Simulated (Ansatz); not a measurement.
Response to strain in MgO

The reference is MgO in the rock salt structure (space group Fm-3m, No. 225; a = 4.159 Å). Axes: x, y, z lie along the cube axes.

Strains are applied to the cell and any free atomic positions relax; under biaxial strain the out-of-plane vector relaxes too.

All numbers come from Kohn–Sham DFT with the LDA functional, run in Ansatz (an electronic-structure program) with PAW and 420 eV plane waves, spin-orbit coupling left out.

```json
[
 {"biaxial strain, plane normal [001], relaxed out of plane (%)": "0", "band gap (eV)": "5.03"},
 {"biaxial strain, plane normal [001], relaxed out of plane (%)": "0.5", "band gap (eV)": "4.96"},
 {"biaxial strain, plane normal [001], relaxed out of plane (%)": "1", "band gap (eV)": "?"},
 {"biaxial strain, plane normal [001], relaxed out of plane (%)": "1.5", "band gap (eV)": "4.80"},
 {"biaxial strain, plane normal [001], relaxed out of plane (%)": "2", "band gap (eV)": "4.72"},
 {"biaxial strain, plane normal [001], relaxed out of plane (%)": "2.5", "band gap (eV)": "4.64"},
 {"biaxial strain, plane normal [001], relaxed out of plane (%)": "3", "band gap (eV)": "4.56"}
]
```

Problem. Fit E_g = E₀ + Dε (ε in %) to the rows shown and predict the withheld row.

Solution. Least squares on the printed values gives E₀ = 5.03 eV, D = -158 meV per % of strain (largest residual 0.00 eV); this predicts 4.88 eV, and the run gives 4.88 eV, in agreement.

Stability against distortions was not tested.
